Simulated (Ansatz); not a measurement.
An armchair MoS2 nanoribbon, N = 6, bare edges, relaxed period 5.450 Å, atoms relaxed at each strain.

```csv
strain,energy (meV a period),axial force (nN)
-0.015,+30.9,-1.23
+0.015,+29.9,+1.17
```

Level of theory: PBE (plane waves to 420 eV, PAW; Ansatz, a quantum-chemistry and plane-wave program). Mesh 1×1×6. No spin polarisation, so a magnetic state wasn't tested. Periodic along z alone, with about 11 Å of vacuum beside it. An idealised model, cut from the flat sheet. Only distortions within the start's symmetry and period were free. Values not marked SOC lack spin–orbit coupling. Buckling under compression is shut out by symmetry and the short period. Energies are free energies at a Fermi–Dirac width of 0.02 eV, from the unstrained cell.

Problem. Work out the axial stiffness dF/dε in two ways.

Solution. From the forces: (+1.17 − (-1.23))/0.030 = 80.0 nN. From the energies: (E₊ + E₋)/(ε² c) = 0.0608 eV/(0.015² × 5.450 Å) = 49.58 eV/Å = 79.4 nN. The two agree to within 1 %.
